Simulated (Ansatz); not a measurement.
Gap of wurtzite GaP, (10-10) cell (GaP held in this type, which need not be the stable form), on one geometry relaxed at PBE.

Values marked by level come from r2SCAN (plane waves to 500 eV, PAW; Ansatz, an electronic-structure program); HSE06 (plane waves to 420 eV, PAW; Ansatz). Geometries and values that name no level are of the first. Scalar-relativistic, without spin–orbit coupling. Its k-point mesh 8×5×5, Fermi–Dirac width 0.01 eV. HSE06 ran on meshes of its own (5×3×3); its edges and gaps are taken over the mesh and over extra points off it, mostly where PBE has its edges.

```tsv
level	gap (eV)
r2SCAN	?
HSE06	2.08
```

Question: Complete the blanks.

Answer: 
- r2SCAN, gap (eV): 1.65
